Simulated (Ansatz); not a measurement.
## A self-consistent single point of Sb (Pm-3m, 1 atom in the cell) with Ansatz

Method: LDA (PW92), default PAW files made with PBE (plane waves; Ansatz, a first-principles code).

This input was run:

Ansatz 0.2 input:
```yaml
crystal:
  lattice:
    - [3.074090, 0.000000, 0.000000]
    - [0.000000, 3.074090, 0.000000]
    - [0.000000, 0.000000, 3.074090]
  atoms:
    - { symbol: Sb, position: [0.000000, 0.000000, 0.000000] }
basis:
  ecutwfc: 420.0 eV
kpoints:
  mp_grid: { grid: [11, 11, 11] }
hamiltonian:
  xc: lda
  pseudopotentials: { kind: paw }
scf:
  occupations: { method: gaussian, width: 0.1 eV }
output:
  forces: true
  eigenvalues: true
  stress: true
```

Output, abridged:

```
WARN ansatz: RAYON_NUM_THREADS=1 ignored (pool sized by the plan → 1); use --threads N
Pseudopotentials: kind: paw
Pseudopotential: Sb, paw, valence charge 15
Crystal: 1 atoms, lattice volume = 29.050 Å³
Basis set: ecut = 420 eV, 587 PW (Γ)
Bands: 12, of which v1, the nominal top of the filled ones, is band 8 counted from 1 (7 counted from 0)
Symmetry: 48 space group operations
Space group: Pm-3m (ITA 221), of the structure as read, at distance tolerance 3.1e-5 Å
k-points: 56 of 1331
PAW frozen core: Sb, regenerated for the run's functional, and the local potential with it
Initial density: superposition of atomic densities (neutral atoms: chi_scale 0, normalization atom), corrected by the library's trained network
Initial wavefunctions: pseudopotential atomic-orbital guess
Eigensolver: davidson
Functional: x = slater, c = lda
SCF iter   1: F=—  HF=-6335.772907 eV  |F-HF|=—  |Δ(HF+E_count)|=         —  Δρ=6.28e-3  dr2=4.45e-3  ethr=1.77e-3  ⟨swp⟩=5.1  Hψ=3964  notcnv=0
all-band conjugate gradients solve this SCF's bands
preconditioner: auto → none
SCF iter   2: F=—  HF=-6335.770484 eV  |F-HF|=—  |Δ(HF+E_count)|=   2.42e-3  Δρ=3.61e-3  dr2=1.57e-3  ethr=2.97e-5  ⟨swp⟩=1.8  Hψ=1184  notcnv=0
SCF iter   3: F=—  HF=-6335.769842 eV  |F-HF|=—  |Δ(HF+E_count)|=   6.42e-4  Δρ=4.82e-4  dr2=3.40e-5  ethr=1.05e-5  ⟨swp⟩=2.0  Hψ=925  notcnv=0
SCF iter   4: F=—  HF=-6335.769844 eV  |F-HF|=—  |Δ(HF+E_count)|=   1.98e-6  Δρ=4.25e-4  dr2=3.03e-5  ethr=2.26e-7  ⟨swp⟩=2.0  Hψ=1062  notcnv=0
SCF iter   5: F=—  HF=-6335.769829 eV  |F-HF|=—  |Δ(HF+E_count)|=   1.49e-5  Δρ=2.21e-4  dr2=8.06e-6  ethr=2.02e-7  ⟨swp⟩=2.0  Hψ=1043  notcnv=0
SCF iter   6: F=—  HF=-6335.769824 eV  |F-HF|=—  |Δ(HF+E_count)|=   4.94e-6  Δρ=6.16e-5  dr2=6.39e-7  ethr=5.37e-8  ⟨swp⟩=2.2  Hψ=960  notcnv=0
SCF iter   7: F=-6335.769824 eV  HF=-6335.769824 eV  |F-HF|=5.53e-9  |Δ(HF+E_count)|=   3.80e-7  Δρ=7.43e-6  dr2=6.01e-9  ethr=6.67e-10  ⟨swp⟩=5.0  Hψ=3198  notcnv=0
SCF 1 converged in 7 iterations: F = -6335.769824 eV  dr2 = 6.01e-9
SCF converged after 7 iterations
Free energy (F): -6335.769824 eV
Harris-Foulkes:  -6335.769824 eV  (|F-HF|=5.53e-9)
Internal energy: -6335.766568 eV  (E = F + TS)
E sigma→0 (E₀):  -6335.768196 eV
Entropy (-TS):   -0.003256 eV (-3.256 meV/atom)
Fermi energy:    9.948392 eV
--- Per-component energies (eV) ---
  E_band       = -165.122536
  E_kinetic    = 208.454799
  E_local      = -1555.401878  (includes V_loc(G=0)·N_el)
  E_nonlocal   = 366.220689
  E_hartree    = 704.061509
  E_xc         = -138.083051
  E_vxc        = -97.599299  (∫ρ·V_xc dr)
  E_paw        = -4426.400429  (= ΣΔE_a)
  E_vpaw       = -494.922764  (= ΣTr[D̂ρ^β])
  E_aug_tail   = -0.000002  (compensation charges beyond the density's cutoff)
  E_ewald      = -1495.177030
  E_core_change = 0.558824  (= ΣΔE_core)
  E_smearing   = -0.003256  (= −TS)
  E_closure    = -0.000000  (closes the sum)
  Σ components = -6335.769824   (vs F -6335.769824, Δ=0.00e0)
--- Forces (eV/Å), atoms counted from 1 ---
  atom   1  Sb    -0.00000000    -0.00000000     0.00000000
  max |Σ_I F_I| component: 4.27e-31 eV/Å
--- Stress (GPa, compression-positive) ---
       -1.616392      -0.000000       0.000000
        0.000000      -1.616392       0.000000
        0.000000       0.000000      -1.616392
  P = ⅓ Tr σ = -1.6164 GPa (-16.164 kbar)
  The stress holds the Pulay correction. Without it, at fixed plane waves, as pw.x and ABINIT print it: P = -1.6532 GPa
--- Band table (eV; the first three rows and the last of 56) ---
  k-point 0: bands = ["-19.0433", "-19.0433", "-18.8453", "-18.8453", "-18.8453", "-2.5735", "13.3509", "13.3509", "13.3509", "17.3320", "17.3320", "18.3830"]
  k-point 1: bands = ["-19.0427", "-19.0296", "-18.8492", "-18.8492", "-18.8450", "-2.4509", "11.9479", "13.4720", "13.4720", "17.4340", "17.9914", "19.4384"]
  k-point 2: bands = ["-19.0410", "-18.9930", "-18.8598", "-18.8598", "-18.8441", "-2.0882", "9.6701", "13.8204", "13.8204", "17.7387", "18.4055", "22.2120"]
  k-point 55: bands = ["-18.9477", "-18.9476", "-18.9476", "-18.7728", "-18.7728", "5.0310", "8.4184", "8.4184", "8.6839", "14.8592", "15.1682", "15.1682"]
```

The run converged in 7 iterations.

The starting cell comes from a database of computed structures (which also holds hypothetical and non-ambient phases and stackings), without a prior relaxation at this level. Its lattice was rescaled by up to half a per cent. Spin-orbit coupling is off. Ansatz's pressure includes its estimate of the finite-basis (Pulay) stress.
